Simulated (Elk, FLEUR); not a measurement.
A FLEUR input for a self-consistent single point of Nb₆GePt (Pm-3, 8 atoms in the cell) (DFT, LDA (Perdew-Zunger), all-electron FLAPW (FLEUR), scalar-relativistic valence):

Input of the input generator:

```
Nb6GePt
&input film=f /
9.3823465896 0.0000000000 0.0000000000
0.0000000000 9.3823465896 0.0000000000
0.0000000000 0.0000000000 9.3823465896
1.0
1.0 1.0 1.0

8
41 -0.0000000000 0.5000000000 0.7498900000
41 -0.0000000000 0.5000000000 0.2501100000
41 0.7498900000 -0.0000000000 0.5000000000
41 0.2501100000 -0.0000000000 0.5000000000
41 0.5000000000 0.7498900000 0.0000000000
41 0.5000000000 0.2501100000 0.0000000000
32 -0.0000000000 -0.0000000000 0.0000000000
78 0.5000000000 0.5000000000 0.5000000000

&comp jspins=1 /
&exco xctyp='pz' /
&kpt div1=5 div2=5 div3=5 /
&end /
```

```xml
<?xml version="1.0" encoding="UTF-8" standalone="no"?>
<fleurInput fleurInputVersion="0.39">
   <comment>
      Nb6GePt                                                                                             
   </comment>
   <calculationSetup>
      <cutoffs Kmax="3.8" Gmax="13.3" GmaxXC="13.3" numbands="0"/>
      <scfLoop itmax="100" minDistance="0.00001" maxIterBroyd="99" imix="Anderson" alpha="0.05" precondParam="0.0" spinf="2.0"/>
      <coreElectrons ctail="T" frcor="F" kcrel="0" coretail_lmax="0"/>
      <xcFunctional name="pz" relativisticCorrections="F"/>
      <magnetism jspins="1"/>
      <soc l_soc="F" theta="0.0" phi="0.0" spav="F"/>
      <expertModes spex="0" secvar="F"/>
      <geometryOptimization l_f="T" forcealpha="1.0" forcemix="BFGS" epsdisp="0.00001" epsforce="0.00001"/>
      <ldaU l_linMix="F" mixParam="0.05" spinf="1.0"/>
   </calculationSetup>
   <cell>
      <bzIntegration valenceElectrons="108.0" mode="gauss" fermiSmearingEnergy="0.00367493">
         <kPointListSelection listName="default-1"/>
         <!-- k-points included here -->
         <xi:include xmlns:xi="http://www.w3.org/2001/XInclude" href="kpts.xml"> </xi:include>
      </bzIntegration>
      <!-- symmetry operations included here -->
      <xi:include xmlns:xi="http://www.w3.org/2001/XInclude" href="sym.xml"> </xi:include>
      <bulkLattice scale="1.0">
         <bravaisMatrix>
            <row-1>    9.3823465895999991     0.0000000000000000     0.0000000000000000</row-1>
            <row-2>    0.0000000000000000     9.3823465895999991     0.0000000000000000</row-2>
            <row-3>    0.0000000000000000     0.0000000000000000     9.3823465895999991</row-3>
         </bravaisMatrix>
      </bulkLattice>
   </cell>
   <atomSpecies>
      <species name="Niobium (Nb)" element="Nb" atomicNumber="41">
         <mtSphere radius="2.23" gridPoints="771" logIncrement="0.016"/>
         <atomicCutoffs lmax="8" lnonsphr="6"/>
         <electronConfig flipSpins="F">
            <coreConfig>(1s1/2) (2s1/2) (2p1/2) (2p3/2) (3s1/2) (3p1/2) (3p3/2) (3d3/2) (3d5/2)</coreConfig>
            <valenceConfig>(4s1/2) (4p1/2) (4p3/2) (5s1/2) (4d3/2) (4d5/2)</valenceConfig>
            <stateOccupation state="(5s1/2)" spinUp="0.5" spinDown="0.5"/>
            <stateOccupation state="(4d3/2)" spinUp="0.8" spinDown="0.8"/>
            <stateOccupation state="(4d5/2)" spinUp="1.2" spinDown="1.2"/>
         </electronConfig>
         <energyParameters s="5" p="5" d="4" f="4"/>
         <lo type="SCLO" l="0" n="4" eDeriv="0"/>
         <lo type="SCLO" l="1" n="4" eDeriv="0"/>
      </species>
      <species name="Germanium (Ge)" element="Ge" atomicNumber="32">
         <mtSphere radius="2.68" gridPoints="925" logIncrement="0.014"/>
         <atomicCutoffs lmax="10" lnonsphr="8"/>
         <electronConfig flipSpins="F">
            <coreConfig>(1s1/2) (2s1/2) (2p1/2) (2p3/2) (3s1/2) (3p1/2) (3p3/2)</coreConfig>
            <valenceConfig>(4s1/2) (3d3/2) (3d5/2) (4p1/2) (4p3/2)</valenceConfig>
            <stateOccupation state="(4p1/2)" spinUp="0.3333333333333" spinDown="0.3333333333333"/>
            <stateOccupation state="(4p3/2)" spinUp="0.6666666666667" spinDown="0.6666666666667"/>
         </electronConfig>
         <energyParameters s="4" p="4" d="3" f="4"/>
      </species>
      <species name="Platinum (Pt)" element="Pt" atomicNumber="78">
         <mtSphere radius="2.68" gridPoints="925" logIncrement="0.015"/>
         <atomicCutoffs lmax="10" lnonsphr="8"/>
         <electronConfig flipSpins="F">
            <coreConfig>(1s1/2) (2s1/2) (2p1/2) (2p3/2) (3s1/2) (3p1/2) (3p3/2) (4s1/2) (3d3/2) (3d5/2) (4p1/2) (4p3/2) (5s1/2) (4d3/2) (4d5/2) (4f5/2) (4f7/2)</coreConfig>
            <valenceConfig>(5p1/2) (5p3/2) (6s1/2) (5d3/2) (5d5/2)</valenceConfig>
            <stateOccupation state="(6s1/2)" spinUp="0.5" spinDown="0.5"/>
            <stateOccupation state="(5d3/2)" spinUp="1.8" spinDown="1.8"/>
            <stateOccupation state="(5d5/2)" spinUp="2.7" spinDown="2.7"/>
         </electronConfig>
         <energyParameters s="6" p="6" d="5" f="5"/>
         <lo type="SCLO" l="1" n="5" eDeriv="0"/>
      </species>
   </atomSpecies>
   <atomGroups>
      <atomGroup species="Niobium (Nb)">
         <relPos label="                   1">.0000000000 1.000/2.000 -.2501100000</relPos>
         <relPos label="                   2">.0000000000 1.000/2.000 .2501100000</relPos>
         <relPos label="                   3">-.2501100000 .0000000000 1.000/2.000</relPos>
         <relPos label="                   4">.2501100000 .0000000000 1.000/2.000</relPos>
         <relPos label="                   5">1.000/2.000 -.2501100000 .0000000000</relPos>
         <relPos label="                   6">1.000/2.000 .2501100000 .0000000000</relPos>
         <force calculate="T" relaxXYZ="TTT"/>
      </atomGroup>
      <atomGroup species="Germanium (Ge)">
         <relPos label="                   7">.0000000000 .0000000000 .0000000000</relPos>
         <force calculate="T" relaxXYZ="TTT"/>
      </atomGroup>
      <atomGroup species="Platinum (Pt)">
         <relPos label="                   8">1.000/2.000 1.000/2.000 1.000/2.000</relPos>
         <force calculate="T" relaxXYZ="TTT"/>
      </atomGroup>
   </atomGroups>
   <output dos="F" band="F" slice="F">
      <checks vchk="F" cdinf="F"/>
      <bandDOS minEnergy="-.5*Htr" maxEnergy="0.5*Htr" sigma="0.015" storeEVData="T"/>
      <vacuumDOS vacdos="F" integ="F" star="F" nstars="0" locx1="0.0" locy1="0.0" locx2="0.0" locy2="0.0" nstm="0" tworkf="0.0"/>
      <unfoldingBand unfoldBand="F" supercellX="1" supercellY="1" supercellZ="1"/>
      <plotting iplot="0" polar="F">
         <plot TwoD="T" vec1="  1.0  0.0  0.0" vec2="  0.0  1.0  0.0" vec3="  0.0  0.0  1.0" zero="  0.0  0.0  0.0" file="plot"/>
      </plotting>
      <chargeDensitySlicing numkpt="0" minEigenval="0.0" maxEigenval="0.0" nnne="0" pallst="F"/>
      <specialOutput eonly="F"/>
      <magneticCircularDichroism mcd="F" energyLo="-10.0" energyUp="0.0"/>
   </output>
  <!-- We include the file relax.xml here to enable relaxations (see documentation) -->
  <xi:include xmlns:xi="http://www.w3.org/2001/XInclude" href="relax.xml"> <xi:fallback/> </xi:include>
</fleurInput>
```

### Question
Give the Elk input for the same structure, mesh, smearing and functional.

### Answer
This is the input that was run; spellings and numerical settings could be chosen otherwise.

```
tasks
  0

rgkmax
  7.5

gmaxvr
  14.0

nxlo
  2

lorbcnd
  .true.

rmtscf
  0.86

lmaxi
  3

stype
  0

swidth
  0.00367493

maxscl
  100

scale
  1.889726125

avec
    4.9649240000    0.0000000000    0.0000000000
    0.0000000000    4.9649240000    0.0000000000
    0.0000000000    0.0000000000    4.9649240000

atoms
  3
  'Nb.in'
  6
  0.0000000000  0.5000000000  0.7498900000    0.0 0.0 0.0
  0.0000000000  0.5000000000  0.2501100000    0.0 0.0 0.0
  0.7498900000  0.0000000000  0.5000000000    0.0 0.0 0.0
  0.2501100000  0.0000000000  0.5000000000    0.0 0.0 0.0
  0.5000000000  0.7498900000  0.0000000000    0.0 0.0 0.0
  0.5000000000  0.2501100000  0.0000000000    0.0 0.0 0.0
  'Ge.in'
  1
  0.0000000000  0.0000000000  0.0000000000    0.0 0.0 0.0
  'Pt.in'
  1
  0.5000000000  0.5000000000  0.5000000000    0.0 0.0 0.0

ngridk
  5 5 5
```

Basis settings and potentials, where a program has them, do not carry over. This input uses DFT, LDA (PW92), all-electron FP-LAPW, Elk's shipped species files, APW+lo basis with extra local orbitals. LDA parametrisations can differ slightly between programs.

The starting cell comes from a database of computed structures (which also holds hypothetical and non-ambient phases and stackings), without a prior relaxation at this level. Its lattice was rescaled by a random factor within 2.5 % of one. For this run, on top of that: lattice scaled by 0.98.
